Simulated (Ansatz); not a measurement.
# Lattice parameter a of Os₃Ru (model structure, started from the A15 type, Pm-3n, No. 223, 8 atoms in the cell) at several levels of theory

No measured value is used here.

| level (code) | value (Å) |
|---|---|
| LDA (Ansatz) | 4.818 |
| PBE (Ansatz) | 4.892 |
| PBEsol (Ansatz) | 4.843 |
| r²SCAN (Ansatz) | 4.859 |

Density-functional levels without +SOC have no spin–orbit coupling. LDA, PBE, PBEsol, r²SCAN: the run has no spin polarisation, so it can have missed a magnetic state. Cutoffs differ between the levels. Ansatz's density-functional and Hartree–Fock values are scalar-relativistic unless marked +SOC, with PAW data made under PBE.

A model structure was made by putting elements into a prototype or built by hand; it is no filed structure, need not be a known phase, and can be a saddle point held by its symmetry.

Ansatz is a program for electronic structure.
